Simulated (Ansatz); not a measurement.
# Evanescent states of TePb (Fm-3m, rock salt, 2 atoms a cell, 33.8 Å³ an atom) along the normal of (111)

The numbers are results of r2SCAN (plane waves, PAW; Ansatz, an electronic-structure program), not measurements.

The gap is the functional's own, uncorrected, and κ follows it; spin-orbit coupling is left out. Mid-gap means the computed energy nearest the middle.

Energies count from the valence-band top; κ is the least over a 12×12 mesh across the current.

| E (eV) | κ (1/Å) | where |
|---|---|---|
| 0.04 | 0.028 | off Γ |
| 0.10 | 0.046 | off Γ |
| 0.17 | 0.058 | off Γ |
| 0.24 | 0.066 | off Γ |
| 0.32 | 0.072 | off Γ |
| 0.39 | 0.076 | off Γ |
| 0.46 | 0.079 | off Γ |
| 0.53 | 0.081 | off Γ |
| 0.59 | 0.082 | off Γ |
| 0.67 | 0.082 | off Γ |
| 0.73 | 0.080 | off Γ |
| 0.81 | 0.076 | off Γ |
| 0.88 | 0.066 | off Γ |
| 0.94 | 0.049 | off Γ |
| 1.01 | 0.018 | off Γ |

Problem. How thick must the barrier be to attenuate the transmission by 10^4 when the electrodes' Fermi level lies at 0.17 eV, and what attenuation does that film give at 0.53 eV?

Solution. d = 4 ln 10 / (2 × 0.058) = 79.4 Å. At 0.53 eV it gives 4 × 0.081/0.058 = 5.6 decades.
